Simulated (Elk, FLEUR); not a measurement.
A FLEUR input for a self-consistent single point of KTlSe2 (I4/mcm, 8 atoms in the cell) (DFT, LDA (Perdew-Zunger), all-electron FLAPW (FLEUR), scalar-relativistic valence):

Input of the input generator:

```
scf KTlSe2
&input film=f /
-7.6872452483 7.6872452483 6.7392074461
7.6872452483 -7.6872452483 6.7392074461
7.6872452483 7.6872452483 -6.7392074461
1.0
1.0 1.0 1.0

8
19 0.2500000000 0.2500000000 -0.0000000000
19 0.7500000000 0.7500000000 -0.0000000000
81 0.7500000000 0.2500000000 0.5000000000
81 0.2500000000 0.7500000000 0.5000000000
34 0.6764000000 0.1764000000 0.8528000000
34 0.3236000000 0.8236000000 0.1472000000
34 0.1764000000 0.3236000000 0.5000000000
34 0.8236000000 0.6764000000 0.5000000000

&comp jspins=1 /
&exco xctyp='pz' /
&kpt div1=3 div2=3 div3=3 /
&end /
```

```xml
<?xml version="1.0" encoding="UTF-8" standalone="no"?>
<fleurInput fleurInputVersion="0.39">
   <comment>
      scf KTlSe2                                                                                          
   </comment>
   <calculationSetup>
      <cutoffs Kmax="4.2" Gmax="16.8" GmaxXC="16.8" numbands="0"/>
      <scfLoop itmax="60" minDistance="0.00001" maxIterBroyd="40" imix="Anderson" alpha="0.05" precondParam="0.0" spinf="2.0"/>
      <coreElectrons ctail="T" frcor="F" kcrel="0" coretail_lmax="0"/>
      <xcFunctional name="pz" relativisticCorrections="F"/>
      <magnetism jspins="1"/>
      <soc l_soc="F" theta="0.0" phi="0.0" spav="F"/>
      <expertModes spex="0" secvar="F"/>
      <geometryOptimization l_f="T" forcealpha="1.0" forcemix="BFGS" epsdisp="0.00001" epsforce="0.00001"/>
      <ldaU l_linMix="F" mixParam="0.05" spinf="1.0"/>
   </calculationSetup>
   <cell>
      <bzIntegration valenceElectrons="108.0" mode="hist" fermiSmearingEnergy="0.0001">
         <kPointListSelection listName="default-1"/>
         <!-- k-points included here -->
         <xi:include xmlns:xi="http://www.w3.org/2001/XInclude" href="kpts.xml"> </xi:include>
      </bzIntegration>
      <!-- symmetry operations included here -->
      <xi:include xmlns:xi="http://www.w3.org/2001/XInclude" href="sym.xml"> </xi:include>
      <bulkLattice scale="1.0">
         <bravaisMatrix>
            <row-1>   -7.6872452483000000     7.6872452483000000     6.7392074461000000</row-1>
            <row-2>    7.6872452483000000    -7.6872452483000000     6.7392074461000000</row-2>
            <row-3>    7.6872452483000000     7.6872452483000000    -6.7392074461000000</row-3>
         </bravaisMatrix>
      </bulkLattice>
   </cell>
   <atomSpecies>
      <species name="Potassium (K)" element="K" atomicNumber="19">
         <mtSphere radius="2.68" gridPoints="925" logIncrement="0.013"/>
         <atomicCutoffs lmax="10" lnonsphr="8"/>
         <electronConfig flipSpins="F">
            <coreConfig>(1s1/2) (2s1/2) (2p1/2) (2p3/2)</coreConfig>
            <valenceConfig>(3s1/2) (3p1/2) (3p3/2) (4s1/2)</valenceConfig>
            <stateOccupation state="(4s1/2)" spinUp="0.5" spinDown="0.5"/>
         </electronConfig>
         <energyParameters s="4" p="4" d="3" f="4"/>
         <lo type="SCLO" l="0" n="3" eDeriv="0"/>
         <lo type="SCLO" l="1" n="3" eDeriv="0"/>
      </species>
      <species name="Thallium (Tl)" element="Tl" atomicNumber="81">
         <mtSphere radius="2.39" gridPoints="823" logIncrement="0.016"/>
         <atomicCutoffs lmax="10" lnonsphr="8"/>
         <electronConfig flipSpins="F">
            <coreConfig>(1s1/2) (2s1/2) (2p1/2) (2p3/2) (3s1/2) (3p1/2) (3p3/2) (4s1/2) (3d3/2) (3d5/2) (4p1/2) (4p3/2) (5s1/2) (4d3/2) (4d5/2) (4f5/2) (4f7/2) (5p1/2) (5p3/2)</coreConfig>
            <valenceConfig>(6s1/2) (5d3/2) (5d5/2) (6p1/2) (6p3/2)</valenceConfig>
            <stateOccupation state="(6p1/2)" spinUp="0.1666666666667" spinDown="0.1666666666667"/>
            <stateOccupation state="(6p3/2)" spinUp="0.3333333333333" spinDown="0.3333333333333"/>
         </electronConfig>
         <energyParameters s="6" p="6" d="6" f="5"/>
         <lo type="SCLO" l="2" n="5" eDeriv="0"/>
      </species>
      <species name="Selenium (Se)" element="Se" atomicNumber="34">
         <mtSphere radius="2.39" gridPoints="823" logIncrement="0.015"/>
         <atomicCutoffs lmax="10" lnonsphr="8"/>
         <electronConfig flipSpins="F">
            <coreConfig>(1s1/2) (2s1/2) (2p1/2) (2p3/2) (3s1/2) (3p1/2) (3p3/2)</coreConfig>
            <valenceConfig>(4s1/2) (3d3/2) (3d5/2) (4p1/2) (4p3/2)</valenceConfig>
            <stateOccupation state="(4p1/2)" spinUp="0.6666666666667" spinDown="0.6666666666667"/>
            <stateOccupation state="(4p3/2)" spinUp="1.3333333333333" spinDown="1.3333333333333"/>
         </electronConfig>
         <energyParameters s="4" p="4" d="3" f="4"/>
         <lo type="HELO" l="2" n="4" eDeriv="0"/>
      </species>
   </atomSpecies>
   <atomGroups>
      <atomGroup species="Potassium (K)">
         <relPos label="                   1">1.000/4.000 1.000/4.000 .0000000000</relPos>
         <relPos label="                   2">-1.000/4.000 -1.000/4.000 .0000000000</relPos>
         <force calculate="T" relaxXYZ="TTT"/>
      </atomGroup>
      <atomGroup species="Thallium (Tl)">
         <relPos label="                   3">-1.000/4.000 1.000/4.000 1.000/2.000</relPos>
         <relPos label="                   4">1.000/4.000 -1.000/4.000 1.000/2.000</relPos>
         <force calculate="T" relaxXYZ="TTT"/>
      </atomGroup>
      <atomGroup species="Selenium (Se)">
         <relPos label="                   5">-.3236000000 .1764000000 -.1472000000</relPos>
         <relPos label="                   6">.3236000000 -.1764000000 .1472000000</relPos>
         <relPos label="                   7">.1764000000 .3236000000 1.000/2.000</relPos>
         <relPos label="                   8">-.1764000000 -.3236000000 1.000/2.000</relPos>
         <force calculate="T" relaxXYZ="TTT"/>
      </atomGroup>
   </atomGroups>
   <output dos="F" band="F" slice="F">
      <checks vchk="F" cdinf="F"/>
      <bandDOS minEnergy="-.5*Htr" maxEnergy="0.5*Htr" sigma="0.015" storeEVData="T"/>
      <vacuumDOS vacdos="F" integ="F" star="F" nstars="0" locx1="0.0" locy1="0.0" locx2="0.0" locy2="0.0" nstm="0" tworkf="0.0"/>
      <unfoldingBand unfoldBand="F" supercellX="1" supercellY="1" supercellZ="1"/>
      <plotting iplot="0" polar="F">
         <plot TwoD="T" vec1="  1.0  0.0  0.0" vec2="  0.0  1.0  0.0" vec3="  0.0  0.0  1.0" zero="  0.0  0.0  0.0" file="plot"/>
      </plotting>
      <chargeDensitySlicing numkpt="0" minEigenval="0.0" maxEigenval="0.0" nnne="0" pallst="F"/>
      <specialOutput eonly="F"/>
      <magneticCircularDichroism mcd="F" energyLo="-10.0" energyUp="0.0"/>
   </output>
  <!-- We include the file relax.xml here to enable relaxations (see documentation) -->
  <xi:include xmlns:xi="http://www.w3.org/2001/XInclude" href="relax.xml"> <xi:fallback/> </xi:include>
</fleurInput>
```

Task: Give the Elk input for the same structure, mesh, smearing and functional.

Result: This is the input that was run; spellings and numerical settings could be chosen otherwise.

```
tasks
  0

rmtscf
  0.92

stype
  0

swidth
  0.0001

maxscl
  100

scale
  12.79079341

avec
   -0.6009983121    0.6009983121    0.5268795477
    0.6009983121   -0.6009983121    0.5268795477
    0.6009983121    0.6009983121   -0.5268795477

sppath
  './'

atoms
  3
  'K.in'
  2
  0.2500000000  0.2500000000  0.0000000000    0.0 0.0 0.0
  0.7500000000  0.7500000000  0.0000000000    0.0 0.0 0.0
  'Tl.in'
  2
  0.7500000000  0.2500000000  0.5000000000    0.0 0.0 0.0
  0.2500000000  0.7500000000  0.5000000000    0.0 0.0 0.0
  'Se.in'
  4
  0.6764000000  0.1764000000  0.8528000000    0.0 0.0 0.0
  0.3236000000  0.8236000000  0.1472000000    0.0 0.0 0.0
  0.1764000000  0.3236000000  0.5000000000    0.0 0.0 0.0
  0.8236000000  0.6764000000  0.5000000000    0.0 0.0 0.0

ngridk
  3 3 3
```

Basis settings and potentials, where a program has them, do not carry over. This input uses DFT, LDA (PW92), all-electron FP-LAPW, Elk's shipped species files, default APW+lo basis. LDA parametrisations can differ slightly between programs.

The starting cell comes from a database of computed structures (which also holds hypothetical and non-ambient phases and stackings), without a prior relaxation at this level.
